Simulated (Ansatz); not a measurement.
A self-consistent single point of SnO₂ (P2, 6 atoms in the cell) with Ansatz (a first-principles code).

Computed with LDA (PW92), default PAW files made with PBE (plane waves; Ansatz).

```
CELL_PARAMETERS angstrom
      4.80236     0.00000     0.00000
      0.00000     4.88118     0.00000
      0.00000     0.00000     3.25062
ATOMIC_POSITIONS crystal
  Sn 0.50000 0.50000 0.51538
  Sn 0.00000 0.00000 0.00000
  O  0.29185 0.32104 0.00000
  O  0.70815 0.67896 0.00000
  O  0.79185 0.17896 0.50000
  O  0.20815 0.82104 0.50000
```

Reference input (self-consistent single point, DFT, LDA (PW92), plane waves, default PAW files made with PBE): basis.ecutwfc = 420 eV; kpoints.mp_grid.grid = 5 5 8; hamiltonian.xc = lda; hamiltonian.pseudopotentials = {kind: paw} (the program's default PAW files); scf.occupations.method = fixed. This run's input differs from it in these lines:

Ansatz 0.2 input:
```diff
@@ -16,3 +16,3 @@
 kpoints:
-  mp_grid: { grid: [5, 5, 8] }
+  mp_grid: { grid: [3, 3, 4], shift: [0.5, 0.5, 0.5] }
 hamiltonian:
```

Output, abridged:

```
SCF iter   1: F=—  HF=-13980.200843 eV  |F-HF|=—  |Δ(HF+E_count)|=         —  Δρ=1.94e-2  dr2=2.47e-1  ethr=1.77e-3  ⟨swp⟩=4.7  Hψ=1190  notcnv=0  defer=40
all-band conjugate gradients solve this SCF's bands
preconditioner: auto → Resta (q_TF=auto, 2.560 Å⁻¹)
SCF iter   2: F=—  HF=-13980.131651 eV  |F-HF|=—  |Δ(HF+E_count)|=   6.92e-2  Δρ=5.02e-3  dr2=7.17e-3  ethr=4.76e-4  ⟨swp⟩=2.3  Hψ=522  notcnv=0  defer=40
   [... lines left out ...]
SCF iter   5: F=—  HF=-13980.128416 eV  |F-HF|=—  |Δ(HF+E_count)|=   1.12e-6  Δρ=7.97e-5  dr2=4.32e-6  ethr=1.59e-7  ⟨swp⟩=1.3  Hψ=338  notcnv=0  defer=18
SCF iter   6: F=—  HF=-13980.128417 eV  |F-HF|=—  |Δ(HF+E_count)|=   1.25e-6  Δρ=5.89e-5  dr2=2.29e-6  ethr=8.31e-9  ⟨swp⟩=2.0  Hψ=422  notcnv=0  defer=18
SCF iter   7: F=—  HF=-13980.128417 eV  |F-HF|=—  |Δ(HF+E_count)|=   4.48e-7  Δρ=1.34e-5  dr2=1.18e-7  ethr=4.39e-9  ⟨swp⟩=2.0  Hψ=408  notcnv=0  defer=18
SCF iter   8: F=-13980.128417 eV  HF=-13980.128417 eV  |F-HF|=2.09e-9  |Δ(HF+E_count)|=   1.67e-8  Δρ=2.19e-6  dr2=5.13e-9  ethr=1.92e-10  ⟨swp⟩=11.4  Hψ=1648  notcnv=0
SCF 1 converged in 8 iterations: F = -13980.128417 eV  dr2 = 5.13e-9
Free energy (F): -13980.128417 eV
Internal energy: -13980.128417 eV  (E = F + TS)
E sigma→0 (E₀):  -13980.128417 eV
Fermi energy:    7.934743 eV
--- Forces (eV/Å), atoms counted from 1 ---
  atom   1  Sn     0.00000000     0.00000000    -0.74378087
  atom   2  Sn     0.00000000     0.00000000    -0.00216900
  atom   3  O      0.16386873    -0.00416901     0.34269133
  atom   4  O     -0.16386873     0.00416901     0.34269133
  atom   5  O      0.19636698    -0.02401795     0.03028081
  atom   6  O     -0.19636698     0.02401795     0.03028081
--- Stress (GPa, compression-positive) ---
      -11.491588       0.144052       0.000000
        0.144053     -11.790069       0.000000
        0.000000       0.000000     -14.089424
  P = ⅓ Tr σ = -12.4570 GPa (-124.570 kbar)
  The stress holds the Pulay correction. Without it, at fixed plane waves, as pw.x and ABINIT print it: P = -13.5042 GPa
```

The run converged in 8 iterations. Against the reference run the free energy goes down by 2.0 meV/atom, the pressure hardly changes (-12.44 to -12.46 GPa), the largest force moves little (0.743 to 0.744 eV/Å) and the gap on the mesh goes from 0.611 to 2.529 eV.

The starting cell comes from a database of computed structures (which also holds hypothetical and non-ambient phases and stackings), without a prior relaxation at this level. Its lattice was rescaled by up to half a per cent. One atom was moved a little off its site on purpose. Ansatz's pressure includes its estimate of the finite-basis (Pulay) stress. Without the estimate this run gives -13.50 GPa. Another mesh or the band path of this cell gives a smaller gap, so this value is not converged in the mesh.
